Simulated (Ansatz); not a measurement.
Hypothetical Fm-3m WTe2 under a change: 1 layer

Start from WTe2 (space group Fm-3m, No. 225; a = 6.5695 Å; a hypothetical phase, not in the database extracts checked). Axes: x, y, z lie along the cube axes.

It is then changed as follows: a free-standing slab of 1 layer (3 atoms, 3 a layer) is cut normal to [111], with 15 Å of vacuum and the in-plane cell held at bulk.

Computed with PBEsol (Ansatz, a first-principles code; PAW; 420 eV plane waves; no SOC), earlier PAW set. Γ-centred 12×12×1 mesh, Fermi–Dirac width 0.05 eV, for the changed cell.

```json
[
 {"quantity": "layer's space group (with vacuum)", "base": "–", "changed": "P-3m1 (No. 164)", "shift": "–"},
 {"quantity": "shortest interatomic distance", "base": "2.845 Å", "changed": "2.842 Å", "shift": "-0.003 Å"},
 {"quantity": "band gap", "base": "zero", "changed": "zero", "shift": "–"}
]
```

Cost of the whole job for the changed cell (relaxation, final SCF and bands): about 60 core-seconds (a rough figure).

Spin-orbit coupling, missing from the scalar runs, can matter with Te and W. No phonon test of stability was made. The final runs are not spin-polarised. WTe2 has a high density of states at the Fermi level and may be magnetic at this level.
